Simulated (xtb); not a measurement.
xtb 6.7.1, GFN2-xTB: Ge(OAc)3(OMe) (C[O][Ge]([O]C(C)=O)([O]C(C)=O)[O]C(C)=O), 27 atoms. The geometry is a generated start, not checked to be a minimum at this level.

| Quantity | Value |
|---|---|
| method | GFN2-xTB |
| --acc | 1 (default) |
| --etemp (K) | 300 (default) |
| detailed input (--input) | none: ANC optimiser, Lindh (1995) Hessian, microcycle=20, maxdispl=1.0, hlow=0.01 (default) |
| basis functions | 78 |
| valence electrons | 86 |

```xyz
27

C      0.9192    -1.7325    -2.8965
O      0.3792    -1.8273    -1.5802
Ge     0.1773    -0.5427    -0.4492
O     -0.6734     0.8254    -1.2854
C     -1.1055     1.7661    -0.4522
C     -1.9408     2.8121    -1.1227
O     -0.8401     1.7329     0.7225
O      1.7451     0.2236    -0.0479
C      2.4078    -0.0068     1.0937
C      3.6279     0.8646     1.2071
O      2.0624    -0.8271     1.8917
O     -0.6389    -1.2655     0.9365
C     -1.9684    -1.2032     1.0641
C     -2.4135    -1.7182     2.3981
O     -2.6810    -0.7713     0.2007
H      1.9442    -1.3592    -2.8794
H      0.9051    -2.7471    -3.2943
H      0.3087    -1.0824    -3.5237
H     -2.9725     2.4615    -1.1114
H     -1.6271     2.9406    -2.1549
H     -1.8787     3.7470    -0.5719
H      3.4175     1.8522     0.8093
H      3.9374     0.9245     2.2458
H      4.4290     0.4181     0.6216
H     -1.8640    -2.6227     2.6430
H     -2.1727    -0.9635     3.1448
H     -3.4843    -1.8991     2.3909
```

The structure is relaxed from this start with --opt LEVEL for the levels crude, sloppy, loose, lax, normal, tight, vtight, extreme, once each. Up to the end of the extreme run atoms move by at most 1.7 Å along an axis.

Q: Which level is enough to come within 20 meV of the tightest end point?

A: tight: 108 cycles against 120, ending 0.036 meV above.

```tsv
level	cycles	energy above the extreme run (meV)	gradient norm (eV/Å)
crude	1	130	0.087
sloppy	1	130	0.087
loose	1	130	0.087
lax	1	130	0.087
normal	44	76	0.031
tight	108	0.036	0.020
vtight	111	0.011	0.0042
extreme	120	—	0.0019
```
